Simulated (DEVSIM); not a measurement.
Device: Co/HfO2/SiO2/p-Si capacitor, at 300 K.

```tsv
layer (left to right)	material	thickness (nm)	Na (cm⁻³)
1	HfO2	12.0	-
2	SiO2	1.10	-
3	Si	3700	2.4e16
```

Metal gate on the left, work function 5 eV. Fixed charge at the semiconductor interface 0 cm⁻² (in units of +e); no interface traps.

This is a model device: material constants are rounded textbook-type values typed into the input, and sizes, dopings and lifetimes were drawn at random. Values at 300 K.

```csv
parameter,HfO2,SiO2,Si
gap (eV),5.7,9,1.124
affinity (eV),2.5,0.9,4.05
permittivity,22,3.9,11.7
Nc (cm⁻³),-,-,2.86e19
Nv (cm⁻³),-,-,3.1e19
```

DEVSIM, 1D Poisson equation in equilibrium, Boltzmann statistics, complete ionisation; no quantum confinement or tunnelling. Metal contacts follow the ideal Schottky-Mott rule: no Fermi-level pinning, no interface dipoles.

The HfO2 thickness was swept, all else fixed.

```csv
HfO2 thickness (μm),capacitance of the dielectric stack (μF/cm²),threshold voltage (band bending 2φF) (V)
0.0048,1.77,0.81
0.0066,1.52,0.82
0.0084,1.33,0.82
0.01,1.20,0.83
0.012,1.07,0.84
0.014,0.964,0.85
```

From the first row to the last the capacitance of the dielectric stack goes from 1.77 to 0.964. From the first row to the last the threshold voltage (band bending 2φF) goes from 0.81 to 0.85.
